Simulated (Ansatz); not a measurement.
# A constructed model of the (111) surface of fcc Ir, a layer of Os in place of the second plane (bottom of the slab: a bare face, its two planes held)

Method: PBE (plane waves to 420 eV, PAW; Ansatz, a program for electronic structure).

Set-up: 6 atoms, 11.2 Å thick at the start with caps and adatoms (thin: gaps and levels are the slab's own); mesh 16x16x1; 0.1 eV smearing; dipole correction on; 2 atoms held, the rest relaxed; symmetry of the start imposed; no spin, no spin-orbit, no U. In PBE it is, or lies within 0.01 eV a 1x1 cell of, the lowest of the 2 structures of its composition computed so far; subsurface sites and larger cells were not tried.

```json
{
 "work_function_of_the_top_face": "5.24 eV",
 "energy_released_by_relaxation": "0.086 eV",
 "cost": "roughly 110 core-seconds"
}
```
